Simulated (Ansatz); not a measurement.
Ansatz (an electronic-structure program) run on TiGe₂ (Fddd, 6 atoms in the cell): self-consistent single point.

Method of the run: PBEsol-D3BJ, default PAW files made with PBE (plane waves; Ansatz).

```xyz
6
Lattice="0.0000 4.2970 4.4320 2.5150 0.0000 4.4320 2.5150 4.2970 0.0000" Properties=species:S:1:pos:R:3 pbc="T T T"
Ti     0.0000     0.0000     0.0000
Ti     1.2575     2.1485     2.2160
Ge     2.5150     4.2970     5.9123
Ge     2.5150     4.2970     2.9517
Ge     3.7725     6.4455     5.1677
Ge     3.7725     6.4455     8.1283
```

Reference input (self-consistent single point, DFT, PBEsol, plane waves, default PAW files made with PBE): basis.ecutwfc = 420 eV; kpoints.mp_grid.grid = 6 6 6; hamiltonian.xc = pbesol; hamiltonian.pseudopotentials = {kind: paw} (the program's default PAW files); scf.occupations.method = gaussian; scf.occupations.width = 0.05 eV. This run's input differs from it in these lines:

```diff
@@ -19,2 +19,3 @@
   xc: pbesol
+  dispersion: d3bj
   pseudopotentials: { kind: paw }
```

Log, with long lists cut:

```
SCF iter   1: F=—  HF=-21967.645213 eV  |F-HF|=—  |Δ(HF+E_count)|=         —  Δρ=4.19e-3  dr2=1.04e-2  ethr=1.77e-3  ⟨swp⟩=5.9  Hψ=8814  notcnv=0  defer=8
all-band conjugate gradients solve this SCF's bands
preconditioner: auto → Resta (q_TF=auto, 2.648 Å⁻¹)
SCF iter   2: F=—  HF=-21967.642125 eV  |F-HF|=—  |Δ(HF+E_count)|=   3.09e-3  Δρ=1.83e-3  dr2=1.77e-3  ethr=1.30e-5  ⟨swp⟩=2.0  Hψ=4363  notcnv=0  defer=81
SCF iter   3: F=—  HF=-21967.642114 eV  |F-HF|=—  |Δ(HF+E_count)|=   1.16e-5  Δρ=6.22e-4  dr2=2.43e-4  ethr=2.21e-6  ⟨swp⟩=2.0  Hψ=3879  notcnv=0  defer=81
SCF iter   4: F=—  HF=-21967.642112 eV  |F-HF|=—  |Δ(HF+E_count)|=   1.77e-6  Δρ=1.74e-4  dr2=1.71e-5  ethr=3.04e-7  ⟨swp⟩=2.8  Hψ=3714  notcnv=0  defer=81
SCF iter   5: F=—  HF=-21967.642107 eV  |F-HF|=—  |Δ(HF+E_count)|=   4.71e-6  Δρ=2.12e-5  dr2=2.03e-7  ethr=2.14e-8  ⟨swp⟩=3.0  Hψ=3759  notcnv=0  defer=81
SCF iter   6: F=-21967.642107 eV  HF=-21967.642107 eV  |F-HF|=1.60e-10  |Δ(HF+E_count)|=   7.62e-8  Δρ=3.11e-6  dr2=4.33e-9  ethr=1.25e-10  ⟨swp⟩=7.7  Hψ=7551  notcnv=0
SCF 1 converged in 6 iterations: F = -21967.642107 eV  dr2 = 4.33e-9
Free energy (F): -21967.642107 eV
Internal energy: -21967.641420 eV  (E = F + TS)
E sigma→0 (E₀):  -21967.641764 eV
Entropy (-TS):   -0.000688 eV (-0.115 meV/atom)
Fermi energy:    13.665340 eV
--- Forces (eV/Å), atoms counted from 1 ---
  atom   1  Ti     0.00000000     0.00000000     0.00000000
  atom   2  Ti     0.00000000     0.00000000     0.00000000
  atom   3  Ge     0.00000000     0.00000000     0.13807733
  atom   4  Ge     0.00000000     0.00000000    -0.13807733
  atom   5  Ge     0.00000000     0.00000000    -0.13807733
  atom   6  Ge     0.00000000     0.00000000     0.13807733
--- Stress (GPa, compression-positive) ---
       -6.572782       0.000000       0.000000
        0.000000      -0.706001       0.000000
        0.000000       0.000000     -13.535534
  P = ⅓ Tr σ = -6.9381 GPa (-69.381 kbar)
  The stress holds the Pulay correction. Without it, at fixed plane waves, as pw.x and ABINIT print it: P = -6.9690 GPa
```

The run converged in 6 iterations. Against the reference run the pressure goes from -2.16 to -6.94 GPa and the largest force hardly changes (0.136 to 0.138 eV/Å).

The starting cell comes from a database of published, mostly measured structures (it also holds non-ambient and calculated ones), without a prior relaxation at this level. Spin polarisation is off. With a pressure of about -7 GPa the cell is away from its equilibrium volume at this level. Ansatz's pressure includes its estimate of the finite-basis (Pulay) stress.

Keys are those of Ansatz 0.2.
